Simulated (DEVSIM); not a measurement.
System: Cr/SiO2/p-Si capacitor, at 400 K.

```
layer (left to right)  material  thickness (nm)  Na (cm⁻³)
---------------------  --------  --------------  ---------
1                          SiO2            2.40          -
2                            Si            9300     3.8e15
```

Metal gate on the left, work function 4.5 eV. Fixed charge at the semiconductor interface 0 cm⁻² (in units of +e); no interface traps.

Constants are typed, rounded textbook-type inputs, not results; the design itself was drawn at random and stands for no fabricated device. Values at 300 K; Nc and Nv go as T^1.5, mobilities as T to minus their exponent, the gap by Varshni's rule with the affinity fixed.

```
parameter         SiO2        Si
----------------  ----  --------
gap (eV)             9     1.124
affinity (eV)      0.9      4.05
permittivity       3.9      11.7
Nc (cm⁻³)            -   2.86e19
Nv (cm⁻³)            -    3.1e19
Varshni α (eV/K)     -  0.000473
Varshni β (K)        -       636
```

Simulated with DEVSIM: 1D Poisson equation in equilibrium, Boltzmann statistics, complete ionisation; no quantum confinement or tunnelling. Metal contacts follow the ideal Schottky-Mott rule: no Fermi-level pinning, no interface dipoles.

The substrate doping was swept, all else fixed.

```tsv
substrate doping (cm^-3)	minimum of the low-frequency capacitance (μF/cm²)	flat-band voltage (V)	threshold voltage (band bending 2φF) (V)
1.9e14	0.0130	-0.22	0.03
3.8e14	0.0148	-0.24	0.05
7.6e14	0.0181	-0.27	0.08
1.9e15	0.0253	-0.30	0.11
3.8e15	___	-0.32	___
7.6e15	0.0436	-0.34	0.18
```

Q: Some entries are withheld; supply them.

A: 
- 3.8e15, minimum of the low-frequency capacitance (μF/cm²): 0.0336
- 3.8e15, threshold voltage (band bending 2φF) (V): 0.14
